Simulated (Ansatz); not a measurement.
## NbN (P6_3/mmc): band-structure transport figures

Given:

```
CELL_PARAMETERS angstrom
      2.95891     0.00000     0.00000
     -1.47945     2.56249     0.00000
      0.00000     0.00000     5.50597
ATOMIC_POSITIONS crystal
  Nb 0.66667 0.33333 0.75000
  Nb 0.33333 0.66667 0.25000
  N  0.00000 0.00000 0.50000
  N  0.00000 0.00000 0.00000
```

Calculation: PBEsol, rigid bands (plane waves, PAW, scalar-relativistic; Ansatz, an electronic-structure program). Geometry: cell and atoms relaxed with PBEsol.

```
Quantity                                                            Value
------------------------------------  -----------------------------------
density of states at the Fermi level   0.795 states/(eV·cell), both spins
bare Sommerfeld coefficient                     0.47 mJ/(mol of atoms·K²)
Drude plasma energy                          3.3 (x), 3.3 (y), 3.9 (z) eV
root-mean-square Fermi velocity                                 5.0e5 m/s
resistivity times τ                   46 (x), 46 (y), 32 (z) ×10⁻²² Ω·m·s
```

A metal at this level (no band gap); rigid bands, thermally averaged at 300 K, both spins. Spin-orbit coupling is left out. τ is one relaxation time for all states.
